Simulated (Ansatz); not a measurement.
Structures of equal composition on the (111)B surface of 3C silicon carbide (C plane on top): (√3x√3)R30° Si adatom at H3; (√3x√3)R30° Si adatom at T4. The slabs share one bottom face, and each structure is named by its start. These are constructed structures in small cells; real faces may alloy, dewet or reconstruct in larger ones, and not all known structures of the face are among them. Slabs of about 11 Å, Fermi-Dirac smearing of 0.025 eV. Bottom of the slabs: H caps. Relaxed from the named starts with such symmetry as they have, on meshes of like density; energies extrapolated to zero smearing; spin only where a row says so; no spin-orbit coupling, no U. Brackets mark spin-polarised runs, whose order is one that fits the cell. Where a second, spin-polarised start was run, the lower counts.

All values below come from r2SCAN, at the PBE geometry (plane waves to 500 eV, PAW; Ansatz, a program for electronic structure).

Q: Rank these by energy per 1x1 cell (lowest first), as r2SCAN, at the PBE geometry gives it.

A: (√3x√3)R30° Si adatom at H3 (0.000 eV [spin, 1.0 μB a cell], gap 1.15 eV on the mesh), (√3x√3)R30° Si adatom at T4 (0.052 eV [spin, 1.0 μB a cell], gap 1.00 eV on the mesh)
